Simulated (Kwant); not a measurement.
Model system: In0.53Ga0.47As/InP stack with 1 barrier. One parabolic valley. Leads of mass 0.041 mₑ with the band edge at 0; grid 0.1 nm; bias swept from 0.01 to 0.44931 V, dropping linearly over the stack. Emitter Fermi level 0.037 eV, 77 K, equal in the collector.

```
layer  thickness (nm)  band offset (eV)  mass (mₑ)
-----  --------------  ----------------  ---------
1                 2.9              0.25       0.08
```

The device is made up for the run: typed textbook-type constants, with dimensions and the other settings drawn at random.

Computed with Kwant: one-band effective-mass tight-binding model in one dimension, coherent, no space charge, current by the Tsu-Esaki formula.

Sweep values stay those of the base run.

The height of the first barrier was swept, all else fixed.

```
height of the first barrier (eV)  J (A/cm²) at bias = 0.4493 V  J (A/cm²) at bias = 0.3310 V  J (A/cm²) at bias = 0.1114 V  J (A/cm²) at bias = 0.2297 V
--------------------------------  ----------------------------  ----------------------------  ----------------------------  ----------------------------
0.15                                                    213000                        163000                         97500                        129000
0.2                                                     136000                        100000                         55300                         77100
0.25                                                     84000                         61000                         32200                         46400
0.3                                                      52200                         37800                         19400                         28500
```

From the first row to the last the J at bias = 0.4493 V goes from 213000 to 52200. From the first row to the last the J at bias = 0.3310 V goes from 163000 to 37800.
